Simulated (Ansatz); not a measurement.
Start from CdTe in the zinc blende structure (space group F-43m, No. 216; a = 6.5576 Å).

Method: r2SCAN, PAW, 500 eV (Ansatz, a first-principles code; without spin-orbit coupling).

Base values:

The hole mass comes out as 0.092, 0.55, 0.55 mₑ (at Γ) and the electron mass is 0.090 mₑ (at Γ).

Modification: a hydrostatic pressure of 2.1 GPa.

### Question
What does the calculation give for the mean gap deformation potential ΔEg/Δln V after the change?

### Answer
The mean gap deformation potential ΔEg/Δln V comes out as -3.2 eV.

### Question
Predict the new hole mass.

### Answer
The hole mass (degenerate bands, along [100]) goes from 0.092, 0.55, 0.55 mₑ (at Γ) to 0.099, 0.51, 0.51 mₑ (at Γ).

### Question
How does this affect the electron mass?

### Answer
The electron mass goes from 0.090 mₑ (at Γ) to 0.096 mₑ (at Γ).

Spin-orbit coupling, missing from the scalar runs, can matter with Te. Load acts through the strain it causes; cell and atoms are relaxed under it. Masses are band curvatures over ±0.01 Å⁻¹ around the edge. Whether these cells are dynamically stable was not tested. Tetrahedral semiconductors of this kind turn to denser phases somewhere between about 1 and 50 GPa; those were not computed, so compressed cells here can lie past the real transition.
